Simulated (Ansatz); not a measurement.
## AlB2-type YGa2

These are PBEsol (Ansatz, a quantum-chemistry and plane-wave program, PAW) values and carry that method's errors.

Settings: plane-wave cutoff 500 eV, 18×18×14 k mesh (along the axes of the cell as run), Fermi–Dirac smearing 0.1 eV, scalar-relativistic PAW data made under PBE.

Cell (relaxed at this level):

```cif
data_Ga2Y
_chemical_formula_sum 'Y1 Ga2'
_space_group_name_H-M_alt 'P 1'
_space_group_IT_number 1
_cell_length_a 4.16877
_cell_length_b 4.16877
_cell_length_c 4.02262
_cell_angle_alpha 90.000
_cell_angle_beta 90.000
_cell_angle_gamma 120.000
loop_
_space_group_symop_operation_xyz
  'x, y, z'
loop_
_atom_site_label
_atom_site_type_symbol
_atom_site_fract_x
_atom_site_fract_y
_atom_site_fract_z
_atom_site_occupancy
Y1 Y 0.00000 0.00000 0.00000 1
Ga1 Ga 0.33333 0.66667 0.50000 1
Ga2 Ga 0.66667 0.33333 0.50000 1
```

```
Property         Result
--------  -------------
band gap  zero (no gap)
```

Spin–orbit coupling is not included.

Computed values are for the static lattice.
